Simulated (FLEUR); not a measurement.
A self-consistent single point of YbC2 (I4/mmm, 3 atoms in the cell) with FLEUR.

Method of the run: LDA (Perdew-Zunger), all-electron FLAPW (FLEUR), scalar-relativistic valence run with FLEUR.

The change in words: lattice scaled by 0.98. Reference geometry:
```
CELL_PARAMETERS angstrom
     -1.90793     1.90793     3.21379
      1.90793    -1.90793     3.21379
      1.90793     1.90793    -3.21379
ATOMIC_POSITIONS crystal
  Yb 0.00000 0.00000 0.00000
  C  0.59808 0.59808 0.00000
  C  0.40192 0.40192 0.00000
```

Reference input (self-consistent single point, DFT, LDA (Perdew-Zunger), all-electron FLAPW (FLEUR), scalar-relativistic valence): Kmax = 4.7 1/bohr; GmaxXC = 16.4 1/bohr; xcFunctional = pz; jspins = 1; l_soc = F; mode = hist; fermiSmearingEnergy = 0.00036749 Htr; mesh (inpgen div1-3) = 8 8 8; inpgen gamma flag = true; Gmax = 16.4 1/bohr; numbands = 0; maxIterBroyd = 15. This run's input differs from it in these lines:

```diff
@@ -3,5 +3,5 @@
 &input film=f /
--3.6054557163 3.6054557163 6.0731829221
-3.6054557163 -3.6054557163 6.0731829221
-3.6054557163 3.6054557163 -6.0731829221
+-3.5333456571 3.5333456571 5.9517188857
+3.5333456571 -3.5333456571 5.9517188857
+3.5333456571 3.5333456571 -5.9517188857
 1.0
@@ -45,5 +45,5 @@
          <bravaisMatrix>
-            <row-1>   -3.6054557162999998     3.6054557162999998     6.0731829221000000</row-1>
-            <row-2>    3.6054557162999998    -3.6054557162999998     6.0731829221000000</row-2>
-            <row-3>    3.6054557162999998     3.6054557162999998    -6.0731829221000000</row-3>
+            <row-1>   -3.5333456570999999     3.5333456570999999     5.9517188857000001</row-1>
+            <row-2>    3.5333456570999999    -3.5333456570999999     5.9517188857000001</row-2>
+            <row-3>    3.5333456570999999     3.5333456570999999    -5.9517188857000001</row-3>
          </bravaisMatrix>
```

The program printed (abridged):

```
 Iteration:     1   Distance:     144.39403251 me/bohr^3
 Iteration:     2   Distance:      31.13467470 me/bohr^3
 Iteration:     3   Distance:      24.43074066 me/bohr^3
 Iteration:     4   Distance:      30.62140337 me/bohr^3
 Iteration:     5   Distance:      10.31665430 me/bohr^3
   [... 19 lines left out ...]
 Iteration:    25   Distance:       0.00012583 me/bohr^3
 Iteration:    26   Distance:       0.00003975 me/bohr^3
 Iteration:    27   Distance:       0.00002782 me/bohr^3
 Iteration:    28   Distance:       0.00000445 me/bohr^3
 Reset of history
 Run finished successfully
 Stop message:
   Structural relaxation: new displacements generated

[file out, last iteration]
             iter=     29
[...]
          total density-effective poten   -2.4328883586E+04
          total charge density-energy d   -2.9606745550E+02
 Updated energy parameters for spin:           1
[...]
 fermi energy and band-weighting factors:
    0.728310

[...]
FERMIE:
          first approx. to ef    (T=0)  :   0.369442 htr   (energy of the highest occ. eigenvalue)
          number of occ. states  (T=0)  :        942
          first approx. to seigv (T=0)  :   0.508758 htr
          sum of weights of occ. states :  16.000000
          sum of semicore charge        :   0.000000 e
FERHIS:  Fermi-Energy by histogram:
          bandgap                     :   0.000388 htr
   [... lines left out ...]
          charge neutrality (T=0)     :   0.000000    (zero if the highest occ. eigenvalue is "entirely" occupied)
     EF_NEWTON:  Adjust Fermi-Energy by Newton-Method.
 Direct bandgap for spin            1 :    1.6359863740180725E-003  Htr
 ---->    free energy=                    -14142.9056068742 htr
   [... lines left out ...]
      extrapolation for T->0
 ---->    total electron energy=          -14142.9055825050 htr
 ***** TOTAL FORCES ON ATOMS *****
 TOTAL FORCE FOR ATOM TYPE=  1  X=  0.000   Y=  0.000   Z=  0.000
                       FX_TOT= 0.000000 FY_TOT= 0.000000 FZ_TOT= 0.000000
 TOTAL FORCE FOR ATOM TYPE=  2  X=  0.000   Y=  0.000   Z= -4.784
                       FX_TOT= 0.000000 FY_TOT= 0.000000 FZ_TOT= 0.060854
```

The run converged in 28 iterations. FLEUR gives forces in its relaxation mode, with a further iteration, so its stop message speaks of a relaxation. Against the reference run the free energy falls by 42.8 meV/atom and the largest force goes from 1.234 to 3.129 eV/Å.

The starting cell comes from a database of computed structures (which also holds hypothetical and non-ambient phases and stackings), without a prior relaxation at this level. For this run, on top of that: lattice scaled by 0.98. Spin-orbit coupling is off. Spin polarisation is off. Values depend on the basis (sphere radii, cutoffs, local orbitals), which need not be converged. Forces in this geometry exceed 1 eV/Å. The log's line on a gap gives a spacing of levels on this mesh, which the program prints for metals too.

Cost on one core of a shared machine: roughly 2 min.
